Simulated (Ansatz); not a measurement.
By LDA and PBEsol, the system below comes out a metal.

```yaml
crystal:
  lattice:
    - [3.15921, 0.00000, 0.00000]
    - [-1.57961, 2.73596, 0.00000]
    - [1.57961, 0.91199, 2.57949]
  atoms:
    - { symbol: Ta, position: [0.00000, 0.00000, 0.00000] }
    - { symbol: C, position: [0.00000, 0.50000, 0.50000] }
```

Space group of this cell: Fm-3m, rock salt. The cell is taken as given; by PBEsol its mean pressure is -6.2 GPa.

The current runs along the normal of the first two printed vectors, the (111) plane. All runs by Ansatz (a program for electronic structure), plane waves and PAW, without spin-orbit coupling; the base is PBEsol.

```csv
run,mean pressure (GPa),"G/A, both spins (10¹⁵ S/m²)"
base,-6.2,1.14
all lengths scaled by 0.98,15.7,1.19
all lengths scaled by 1.02,-22.9,1.09
lda in place of pbesol,-12.1,?
"lengths across the current scaled by 0.98, ions clamped",7.8,1.16
"lengths across the current scaled by 1.02, ions clamped",-17.8,1.13
"lengths along the current scaled by 0.97, ions clamped",4.1,?
"lengths along the current scaled by 1.03, ions clamped",-15.0,?
```

Q: What belongs in the gaps?

A: 
- lda in place of pbesol, G/A, both spins (10¹⁵ S/m²): 1.15
- lengths along the current scaled by 0.97, ions clamped, G/A, both spins (10¹⁵ S/m²): 1.18
- lengths along the current scaled by 1.03, ions clamped, G/A, both spins (10¹⁵ S/m²): 1.10
